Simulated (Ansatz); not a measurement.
CsCl-type CuZn, relaxed in Ansatz (plane waves) with several semilocal functionals. Each gives its own volume and its own bulk modulus:

```tsv
level	V0 (Å³/atom)	bulk modulus B0 (GPa)	ln V0	ln B0
LDA	11.821	153.9	2.4699	5.0363
r²SCAN	12.442	134.2	2.5211	4.8993
PBE	13.021	114.6	2.5666	4.7414
```

**Question.** Fit a straight line to ln B0 against ln V0. What does it predict for PBEsol, whose volume is 12.304 Å³/atom?

**Answer.** With x = ln V0 and y = ln B0: means 2.51920 and 4.89233; Σ(Δx Δy) = -0.01424, Σ(Δx²) = 0.004681, so the slope is -3.04. At x = 2.5099 the line gives y = 4.89233 + (-3.04) × (2.5099 − 2.51920) = 4.9206, or 137.1 GPa. The run with PBEsol gives 136.8 GPa, -0.2 % from the line. The rows used scatter about it by up to 1.3 %, while the largest value lies 34 % above the smallest. For comparison, PBE's own equation of state has B′ = 5.0, the slope −d ln B/d ln V at a fixed functional; the two needn't agree, since functionals also differ at one volume.

Measured: 116 GPa (measured, temperature not stated, not corrected to a static lattice; as tabulated in Nepal et al. (2020), arXiv:2007.11150).

Ansatz's density-functional and Hartree–Fock values are scalar-relativistic unless marked +SOC, with PAW data made under PBE.

Ansatz is a quantum-chemistry and plane-wave program.
